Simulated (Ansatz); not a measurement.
In on the Pb site in orthorhombic CsPbBr3: one set of geometries, relaxed with PBE, evaluated in Ansatz (PAW, plane waves to 420 eV, 500 eV under r2SCAN) with PBE, r2SCAN.

Details: 80-site cell; 1×2×1 shifted k-points; start: the Pb site; charged states image-corrected; no spin–orbit coupling; not converged in cell size; flagged in the runs: a host whose relaxation on this sampling wasn't shown to rest, a strain field that reaches the edge of the cell.

```tsv
quantity	PBE	r2SCAN
host gap (eV)	2.13	[?]
ε(+1/0) above the VBM (eV), not thermodynamic with PBE	0.97	[?]
ε(0/−1) above the VBM (eV), not thermodynamic with PBE	0.66	[?]
neutral formation energy against tetragonal indium, fcc Pb (eV)	0.89	[?]
largest moment on one atom at charge 0 (μB)	0.26	[?]
```

Q: Given the lower rungs, what does r2SCAN give?

A: 
- host gap (eV), r2SCAN: 2.52
- ε(+1/0) above the VBM (eV), not thermodynamic with PBE, r2SCAN: 1.32
- ε(0/−1) above the VBM (eV), not thermodynamic with PBE, r2SCAN: 0.95
- neutral formation energy against tetragonal indium, fcc Pb (eV), r2SCAN: 0.93
- largest moment on one atom at charge 0 (μB), r2SCAN: 0.30

Ansatz is a program for electronic structure.
